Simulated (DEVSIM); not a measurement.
## illuminated Si p-on-n cell, one wavelength

System: illuminated Si p-on-n cell, one wavelength, at 300 K.

| layer (left to right) | material | thickness (μm) | Nd (cm⁻³) | Na (cm⁻³) | τn (s) | τp (s) | absorption coefficient (cm⁻¹) |
|---|---|---|---|---|---|---|---|
| 1 | Si | 0.950 | - | 4.4e18 | 4.8e-8 | 1.1e-7 | 190 |
| 2 | Si | 66.0 | 6.6e15 | - | 7.7e-7 | 7.7e-7 | 190 |

Left contact: ohmic, minority electron recombination velocity 9e6 cm/s. Right contact: ohmic, minority hole recombination velocity 300 cm/s. Voltage is applied to the left contact. Recombination: SRH at mid-gap, radiative, Auger. Light enters at the left, 4.4e16 photons cm⁻² s⁻¹, one pass, no reflection. Mobility is μmin + (μ − μmin)/(1 + (N/Nref)^α).

The device is made up for the run: typed textbook-type constants, with dimensions and the other settings drawn at random. Values at 300 K.

```tsv
parameter	Si
gap (eV)	1.124
affinity (eV)	4.05
permittivity	11.7
Nc (cm⁻³)	2.86e19
Nv (cm⁻³)	3.1e19
μn (cm²/Vs)	1417
μp (cm²/Vs)	470
μn,min	52
μp,min	45
Nref,n	9.7e16
Nref,p	2.2e17
αn	0.68
αp	0.72
B (cm³/s)	4.7e-15
Cn (cm⁶/s)	2.8e-31
Cp (cm⁶/s)	9.9e-32
```

DEVSIM, 1D drift-diffusion, Boltzmann statistics, complete ionisation; no tunnelling, impact ionisation, image-force lowering or self-heating.

```json
{
 "potential_step_across_the_device_at_zero_bias": "0.857 V",
 "largest_field_in_the_device_at_zero_bias": "120000 V/cm",
 "Dark forward voltage at 1 A/cm²": "0.662 V",
 "Dark forward voltage at 100 A/cm²": "0.862 V",
 "short_circuit_current": "2.63 mA/cm²",
 "open_circuit_voltage": "0.498 V",
 "fill_factor": "0.79",
 "largest_power": "1.04 mW/cm²",
 "share_of_generated_pairs_collected_at_short_circuit": "0.518"
}
```

Small-signal capacitance in reverse bias (quasi-static):

| V (V) | C (nF/cm²) |
|---|---|
| -0.04 | 26.6 |
| -0.1 | 25.6 |
| -0.2 | 24.1 |
| -0.3 | 22.9 |
| -0.4 | 21.9 |
| -0.6 | 20.2 |
| -0.8 | 18.8 |
| -1 | 17.7 |
| -1.3 | 16.3 |
| -1.6 | 15.2 |
| -2 | 14.1 |

Dark reverse current:

```csv
V (V),J (A/cm²)
-0.04,-2.8e-9
-0.10,-5.6e-9
-0.20,-9.2e-9
-0.30,-1.2e-8
-0.40,-1.5e-8
-0.60,-2.1e-8
-0.80,-2.6e-8
-1.00,-3.0e-8
-1.30,-3.6e-8
-1.60,-4.2e-8
-2.00,-4.9e-8
```
